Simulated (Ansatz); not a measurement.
The starting structures come from a database of crystals and need not be the phases stable at ambient conditions.

By PBEsol, the system below comes out a metal.

```
CELL_PARAMETERS angstrom
      3.41633     0.00000     0.00000
      0.00000     3.41633     0.00000
      0.00000     0.00000     3.41633
ATOMIC_POSITIONS crystal
  Y  0.50000 0.50000 0.50000
  Ir 0.00000 0.00000 0.00000
```

Space group of this cell: Pm-3m, CsCl type. The cell is taken as given; by PBEsol its mean pressure is -3.7 GPa.

The current flows along the normal of the first two printed cell vectors, the (001) plane of the conventional cell. No spin-orbit coupling; the value is a mean over 0.1 eV about the Fermi level.

Predict the ballistic conductance per area from Ansatz (a quantum-chemistry and plane-wave program) with PBEsol.

0.38 × 10¹⁵ S/m² for both spins.
